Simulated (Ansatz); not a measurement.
Input and output of a relaxation of cell and atoms for Ti₂Zn (I4/mmm, 3 atoms in the cell) (Ansatz, a program for electronic structure).

Computed with PBEsol, PAW files made with PBE (plane waves; Ansatz).

```
Ti2Zn
1.0
   -1.51052     1.51052     5.29217
    1.51052    -1.51052     5.29217
    1.51052     1.51052    -5.29217
Ti Zn
2 1
Cartesian
  0.00000   0.00000   7.02525
  0.00000   0.00000   3.55909
  0.00000   0.00000   0.00000
```

Reference input (self-consistent single point, DFT, PBEsol, plane waves, PAW files made with PBE): basis.ecutwfc = 420 eV; kpoints.mp_grid.grid = 10 10 10; hamiltonian.xc = pbesol; hamiltonian.pseudopotentials = {kind: paw} (the program's default PAW files); scf.occupations.method = gaussian; scf.occupations.width = 0.05 eV. This run's input differs from it in these lines:

```diff
@@ -19,2 +19,4 @@
   occupations: { method: gaussian, width: 0.05 }
+relax:
+  cell: {}
 output:
```

Output (repeated stretches shortened):

```
   [... SCF lines of the steps left out ...]
relax step   1: F+E_penalty+E_count = -8229.19987310 eV  Δ(F+E_penalty+E_count) = +0.000e0 eV  max|allowed force component| = 3.677e-2 eV/Å  Δτ_max = 0.0000 Å  P = -3.082 GPa  Ω = 48.300 Å³  (9 SCF iters, dr2 threshold 1.00e-7 eV, accepted)
relax step   2: F+E_penalty+E_count = -8229.20608784 eV  Δ(F+E_penalty+E_count) = -6.215e-3 eV  max|allowed force component| = 1.752e-1 eV/Å  Δτ_max = 0.0098 Å  P = +2.457 GPa  Ω = 46.201 Å³  energy of the carried Pulay correction = +6.380e-4 eV  (7 [...]
   [... lines left out ...]
relax step   6: F+E_penalty+E_count = -8229.21446891 eV  Δ(F+E_penalty+E_count) = -3.806e-5 eV  max|allowed force component| = 1.088e-3 eV/Å  Δτ_max = 0.0001 Å  P = +0.000 GPa  Ω = 47.041 Å³  energy of the carried Pulay correction = +3.794e-4 eV  (6 [...]
relax step   7: F+E_penalty+E_count = -8229.21404113 eV  Δ(F+E_penalty+E_count) = +4.278e-4 eV  max|allowed force component| = 1.178e-3 eV/Å  Δτ_max = 0.0000 Å  P = +0.005 GPa  Ω = 47.041 Å³  stress off target by 2.21e-2 GPa  SCF on the basis [...]
basis re-selected at this cell: Δ(F+E_penalty+E_count) = +4.278e-4 eV, ΔP = +0.005 GPa vs the last step
the relaxation is at rest under the 16 symmetry operations that the run kept from its start: a minimum is not shown …
Free energy (F): -8229.214041 eV
Internal energy: -8229.210043 eV  (E = F + TS)
E sigma→0 (E₀):  -8229.212042 eV
Entropy (-TS):   -0.003998 eV (-1.333 meV/atom)
Fermi energy:    13.211153 eV
--- Forces (eV/Å), atoms counted from 1 ---
  atom   1  Ti    -0.00000000    -0.00000000    -0.00117824
   [... lines left out ...]
  cell:  # Å, volume = 47.0407 Å³
   [... lines left out ...]
    - [1.482930376459164, -1.482930376459164, 5.347759726063995]
    - [1.482930376459164, 1.482930376459164, -5.347759726063995]
  atoms:
    - { symbol: Ti, position: [0.6637687369086717, 0.6637687369086717, 3.4569150829689247e-34] }
    - { symbol: Ti, position: [0.33623126309132834, 0.33623126309132834, 3.6483073555294836e-34] }
    - { symbol: Zn, position: [-1.084099055032081e-19, -1.0840990550320864e-19, -5.925665506287214e-34] }
```

The run converged.  The full log also holds: “iter 4 did not close the SCF: its close was put off for the readings that it lacked (scf_convergence_deferred on its scf_iter line)”. The full log also holds: “iter 5 did not close the SCF: its close was put off for the readings that it lacked (scf_convergence_deferred on its scf_iter line)”.

Summary of the result:
| Property | Value |
|---|---|
| Free energy E − TS (on the zero of these files) | -8229.2140 eV |
| Fermi level (on the code's own zero) | 13.21 eV |
| Pressure | 0.01 GPa |
| Largest force (vector length) | 0.001 eV/Å |
| Final cell | a = 5.7443 Å, b = 5.7443 Å, c = 5.7443 Å, α = 150.08°, β = 150.08°, γ = 42.83° |
| Final volume per atom | 15.68 Å³ |
| Relaxation steps | 7 |

The starting cell comes from a database of computed structures (which also holds hypothetical and non-ambient phases and stackings), without a prior relaxation at this level. Spin polarisation is off. The relaxation keeps the symmetry of its start, so its end need not be a minimum. Ansatz's pressure includes its estimate of the finite-basis (Pulay) stress.

Cost on one core of a shared machine: roughly 40 s.

Keys are those of Ansatz 0.2.
